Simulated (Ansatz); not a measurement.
A self-consistent single point of a (001) slab of SrIn2 (cut from a parent of space group no. 194; 6 atoms in the cell) with Ansatz (a first-principles code).

Method of the run: LDA (PW92), default PAW files made with PBE (plane waves; Ansatz).

The change in words: vacuum of 7 angstrom (first run: 14 Å). Reference geometry:
```
CELL_PARAMETERS angstrom
      5.06967     0.00000     0.00000
     -2.53484     4.39046     0.00000
      0.00000     0.00000    21.39719
ATOMIC_POSITIONS crystal
  Sr 0.00000 0.00000 0.59529
  Sr 0.00000 0.00000 0.40471
  In 0.33333 0.66667 0.67285
  In 0.66667 0.33333 0.32715
  In 0.66667 0.33333 0.48227
  In 0.33333 0.66667 0.51773
```

Reference input (self-consistent single point, DFT, LDA (PW92), plane waves, default PAW files made with PBE): basis.ecutwfc = 30.9 Ry; kpoints.mp_grid.grid = 7 7 1; hamiltonian.xc = lda; hamiltonian.pseudopotentials = {kind: paw} (the program's default PAW files); scf.occupations.method = gaussian; scf.occupations.width = 0.0073 Ry. This run's input differs from it in these lines:

Ansatz 0.2 input:
```diff
@@ -4,10 +4,10 @@
     - [-2.53483600, 4.39046500, 0.00000000]
-    - [0.00000000, 0.00000000, 21.39718500]
+    - [0.00000000, 0.00000000, 14.39717800]
   atoms:
-    - { symbol: Sr, position: [0.00000000, 0.00000000, 0.59529300] }
-    - { symbol: Sr, position: [0.00000000, 0.00000000, 0.40471200] }
-    - { symbol: In, position: [0.33333300, 0.66666700, 0.67285400] }
-    - { symbol: In, position: [0.66666700, 0.33333300, 0.32714600] }
-    - { symbol: In, position: [0.66666700, 0.33333300, 0.48227400] }
-    - { symbol: In, position: [0.33333300, 0.66666700, 0.51773100] }
+    - { symbol: Sr, position: [0.00000000, 0.00000000, 0.64162500] }
+    - { symbol: Sr, position: [0.00000000, 0.00000000, 0.35838200] }
+    - { symbol: In, position: [0.33333300, 0.66666700, 0.75689700] }
+    - { symbol: In, position: [0.66666700, 0.33333300, 0.24310300] }
+    - { symbol: In, position: [0.66666700, 0.33333300, 0.47365500] }
+    - { symbol: In, position: [0.33333300, 0.66666700, 0.52635200] }
 basis:
```

The program printed (abridged):

```
SCF iter   1: F=—  HF=-28716.648169 eV  |F-HF|=—  |Δ(HF+E_count)|=         —  Δρ=4.76e-3  dr2=4.39e-2  ethr=1.77e-3  ⟨swp⟩=11.1  Hψ=1969  notcnv=0
all-band conjugate gradients solve this SCF's bands
preconditioner: auto → LDOS
SCF iter   2: F=—  HF=-28716.650953 eV  |F-HF|=—  |Δ(HF+E_count)|=   2.78e-3  Δρ=3.40e-3  dr2=2.99e-2  ethr=6.10e-5  ⟨swp⟩=2.0  Hψ=704  notcnv=0  defer=10
   [... lines left out ...]
SCF iter   5: F=—  HF=-28716.637523 eV  |F-HF|=—  |Δ(HF+E_count)|=   1.90e-4  Δρ=6.34e-5  dr2=1.64e-5  ethr=1.16e-7  ⟨swp⟩=2.0  Hψ=610  notcnv=0  defer=10
SCF iter   6: F=—  HF=-28716.637519 eV  |F-HF|=—  |Δ(HF+E_count)|=   4.10e-6  Δρ=2.02e-5  dr2=2.15e-6  ethr=2.28e-8  ⟨swp⟩=2.0  Hψ=608  notcnv=0  defer=10
SCF iter   7: F=—  HF=-28716.637518 eV  |F-HF|=—  |Δ(HF+E_count)|=   4.54e-7  Δρ=5.30e-6  dr2=1.68e-7  ethr=2.99e-9  ⟨swp⟩=2.0  Hψ=563  notcnv=0  defer=10
SCF iter   8: F=-28716.637518 eV  HF=-28716.637518 eV  |F-HF|=8.24e-9  |Δ(HF+E_count)|=   2.54e-8  Δρ=1.84e-6  dr2=1.98e-8  ethr=1.39e-10  ⟨swp⟩=12.9  Hψ=1730  notcnv=0
SCF 1 converged in 8 iterations: F = -28716.637518 eV  dr2 = 1.98e-8
Free energy (F): -28716.637518 eV
Internal energy: -28716.609322 eV  (E = F + TS)
E sigma→0 (E₀):  -28716.623420 eV
Entropy (-TS):   -0.028196 eV (-4.699 meV/atom)
Fermi energy:    3.259671 eV
--- Forces (eV/Å), atoms counted from 1 ---
  atom   1  Sr     0.00000000    -0.00000000    -0.12207378
  atom   2  Sr     0.00000000     0.00000000     0.12207378
  atom   3  In    -0.00000000     0.00000000    -0.15925032
  atom   4  In     0.00000000    -0.00000000     0.15925032
  atom   5  In     0.00000000     0.00000000    -0.01222269
  atom   6  In    -0.00000000    -0.00000000     0.01222269
--- Stress (GPa, compression-positive) ---
       -2.124955       0.000000      -0.000000
       -0.000000      -2.124955       0.000000
       -0.000000       0.000000      -0.889140
  P = ⅓ Tr σ = -1.7130 GPa (-17.130 kbar)
  The stress holds the Pulay correction. Without it, at fixed plane waves, as pw.x and ABINIT print it: P = -1.7195 GPa
```

The run converged in 8 iterations. Against the reference run the free energy goes down by 1.2 meV/atom and the largest force goes from 0.175 to 0.159 eV/Å.

The starting cell comes from a database of computed structures (which also holds hypothetical and non-ambient phases and stackings), without a prior relaxation at this level. The slab is cut from that crystal, and its faces are unrelaxed. Its lattice was rescaled by up to half a per cent.
